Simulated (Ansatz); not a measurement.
BSiCN (model structure, started from the AlSiCN type, P3m1, No. 156, 4 atoms in the cell), treated with PBE0 (Ansatz, an electronic-structure program, PAW).

Run with plane-wave cutoff 460 eV, 12×12×6 k mesh (along the axes of the cell as run), Fermi–Dirac smearing 0.01 eV, scalar-relativistic PAW data made under PBE.

The cell is the one relaxed with PBEsol. Conventional cell: a = 2.8615 Å, b = 2.8615 Å, c = 4.6351 Å, α = 90.00°, β = 90.00°, γ = 120.00°.

```yaml
crystal:
  lattice:
    - [2.86149, 0.00000, 0.00000]
    - [-1.43075, 2.47813, 0.00000]
    - [0.00000, 0.00000, 4.63507]
  atoms:
    - { symbol: B, position: [0.33333, 0.66667, 0.49143] }
    - { symbol: Si, position: [0.66667, 0.33333, 0.00173] }
    - { symbol: C, position: [0.33333, 0.66667, 0.14588] }
    - { symbol: N, position: [0.66667, 0.33333, 0.61095] }
```

Q: List the 9 lowest band energies at Γ above −25 eV (eV, relative to the valence band maximum), grouping those that round alike.

A: At Γ: -20.24, -15.44, -10.98, -2.99 (×2), -1.22, 0.00 (×2), 5.74.

Note: the run warned that its exchange threshold was loose for the stress; the relaxation could raise the start's symmetry but not lower it, so the cell can be a saddle point; cell and atoms aren't relaxed at this level (largest force component 0.22 eV/Å, pressure -2.1 GPa).

A model structure was made by putting elements into a prototype or built by hand; it is no filed structure, need not be a known phase, and can be a saddle point held by its symmetry.
